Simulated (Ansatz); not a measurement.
We consider LiF (model structure, started from the NiAs type, P6₃/mmc, No. 194, 4 atoms in the cell), described by PBEsol in Ansatz (plane waves, PAW).

Settings: plane-wave cutoff 520 eV, 12×12×8 k mesh (along the axes of the cell as run), Fermi–Dirac smearing 0.01 eV, scalar-relativistic PAW data made under PBE.

Computed at the level's own relaxed cell.

```
CELL_PARAMETERS angstrom
      2.78650     0.00000     0.00000
     -1.39325     2.41318     0.00000
      0.00000     0.00000     4.81014
ATOMIC_POSITIONS crystal
  Li 0.00000 0.00000 0.00000
  Li 0.00000 0.00000 0.50000
  F  0.33333 0.66667 0.25000
  F  0.66667 0.33333 0.75000
```

List the 10 lowest band energies at Γ above −25 eV (eV, relative to the valence band maximum), grouping those that round alike.

At Γ: -19.99, -19.64, -2.72, -0.31, -0.17 (×2), 0.00 (×2), 8.91, 10.59.

Note: the relaxation could raise the start's symmetry but not lower it, so the cell can be a saddle point.

A model structure was made by putting elements into a prototype or built by hand; it is no filed structure, need not be a known phase, and can be a saddle point held by its symmetry.

Ansatz is a quantum-chemistry and plane-wave program.
